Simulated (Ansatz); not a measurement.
# Element substitutions in hypothetical NiAs type SbAs

The parent structure is SbAs in the NiAs type structure (space group P6_3/mmc, No. 194; a = 3.942 Å, c = 7.301 Å; a hypothetical phase, not in the database extracts checked).

Each row replaces one element on all its sites; cell and atoms are relaxed.

The values are results of r2SCAN (Ansatz, a program for electronic structure; PAW; 500 eV plane waves; scalar-relativistic without spin-orbit coupling), not measurements.

```
case     lattice parameter a  c/a ratio
-------  -------------------  ---------
base                 3.942 Å      1.852
As → Bi                  [?]        [?]
Sb → Te              4.000 Å      1.871
Sb → Bi              4.113 Å      1.800
Sb → Ga              3.828 Å      1.626
```

Q: What belongs in the blanks?

A: 
- As → Bi, lattice parameter a: 4.402 Å
- As → Bi, c/a ratio: 1.766

Whether these cells are dynamically stable was not tested. As relaxed here, BiSb, TeAs, BiAs and GaAs are hypothetical phases, not in the database extracts checked. The final runs are not spin-polarised.
